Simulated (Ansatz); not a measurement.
System: fluorite PbF2 (high-temperature phase). Method: r²SCAN+SOC in Ansatz (plane waves, PAW).

Run with plane-wave cutoff 560 eV, 10×10×10 k mesh, Fermi–Dirac smearing 0.01 eV, PAW data made under PBE.

Cell (relaxed at this level):

```yaml
crystal:
  lattice:
    - [0.00000, 2.95879, 2.95879]
    - [2.95879, 0.00000, 2.95879]
    - [2.95879, 2.95879, 0.00000]
  atoms:
    - { symbol: Pb, position: [0.00000, 0.00000, 0.00000] }
    - { symbol: F, position: [0.25000, 0.25000, 0.25000] }
    - { symbol: F, position: [0.75000, 0.75000, 0.75000] }
```

Question: What does this level give for the pressure derivative B′ of the bulk modulus, Γ–Γ gap, smallest direct gap on the k points sampled and bulk modulus B0?

Answer: 
- pressure derivative B′ of the bulk modulus = 4.8
- Γ–Γ gap = 7.68 eV
- smallest direct gap on the k points sampled = 4.66 eV
- bulk modulus B0 = 77.4 GPa

Measured, for comparison: bulk modulus 64 GPa (temperature not stated, no zero-point or thermal correction; as tabulated in Cadelano and Cappellini (2011), arXiv:1107.5962). Computed (rounded) less measured: bulk modulus +21 %.

Static lattice: no zero-point or thermal effects.

Computing time: around 8 core-minutes (rough).

Ansatz is a program for electronic structure.
